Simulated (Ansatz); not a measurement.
**Element substitutions in NiO**

Consider NiO in the rock salt structure (space group Fm-3m, No. 225; a = 4.1156 Å; ferromagnetic).

Each row replaces one element on all its sites; cell and atoms are relaxed.

Calculations: plane-wave PAW DFT at the PBEsol level (Ansatz, an electronic-structure program, 420 eV), spin-orbit coupling left out.

Candidates:
(a) Ni → H
(b) Ni → Fe
(c) O → C

For the base:

| Property | Value |
|---|---|
| Lattice parameter a | 7.777 bohr |

Q: Order them by lattice parameter a, highest first.

A: (b) Ni → Fe (8.023 bohr), (c) O → C (7.596 bohr), (a) Ni → H (6.373 bohr)

Whether these cells are dynamically stable was not tested. As relaxed here, HO and NiC are hypothetical phases, not in the database extracts checked. Seeded moments were not kept for O → C. No Hubbard U is applied and the magnetic state is the run's own (NiO ferromagnetic; FeO ferromagnetic); other magnetic orders, which need larger cells, were not tried and can change the gap. Spin-polarised in the final run: base and FeO; the other runs are not. An odd electron count without spin: HO. In its common phase, real NiO is an antiferromagnetic insulator at low temperature. In its common phase, real FeO is an antiferromagnetic insulator at low temperature.
